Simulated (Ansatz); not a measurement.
Base system: CoSn (space group P6/mmm, No. 191; a = 5.218 Å, c = 4.172 Å; non-magnetic).

Computed with PBEsol (Ansatz, a program for electronic structure; PAW; 420 eV plane waves; without spin-orbit coupling).

For the base:

| Item | Value |
|---|---|
| Pressure | 0.0 GPa |

The change: every lattice vector is shortened by 4.88 %; the atoms relax in the strained cell.

Estimate the effect on the energy relative to the base and pressure.

The energy goes up by 193 meV/atom; the pressure (mean of the normal stresses, compression positive) goes from zero to 31.3 GPa.

Stability against distortions was not tested. Seeded moments were not kept for the base. The final runs are not spin-polarised.
